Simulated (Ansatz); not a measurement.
Take Sb (space group R-3m, No. 166; relaxed with 0.1 eV smearing) as the base.

```cif
data_Sb2
_chemical_formula_sum 'Sb2'
_space_group_name_H-M_alt 'P 1'
_space_group_IT_number 1
_cell_length_a 4.33398
_cell_length_b 4.33398
_cell_length_c 4.33398
_cell_angle_alpha 58.962
_cell_angle_beta 58.962
_cell_angle_gamma 58.962
loop_
_space_group_symop_operation_xyz
  'x, y, z'
loop_
_atom_site_label
_atom_site_type_symbol
_atom_site_fract_x
_atom_site_fract_y
_atom_site_fract_z
_atom_site_occupancy
Sb1 Sb 0.23960 0.23960 0.23960 1
Sb2 Sb 0.76040 0.76040 0.76040 1
```

Method: PBEsol-D3(BJ), PAW, 420 eV (Ansatz, an electronic-structure program; no spin-orbit coupling), earlier PAW set.

For the base:

Band gap: zero
Pressure: 0.0 GPa

Modification: an isotropic linear strain of +5.24 %, atoms relaxed at fixed cell.

What does the calculation give for the energy relative to the base, largest internal atomic displacement, band gap and pressure after the change?

The energy rises by 96 meV/atom; the largest internal atomic displacement is 0.087 Å; the band gap stays zero; the pressure (mean of the normal stresses, compression positive) goes from zero to -5.8 GPa.

Spin-orbit coupling, missing from the scalar runs, can matter with Sb. Whether these cells are dynamically stable was not tested.
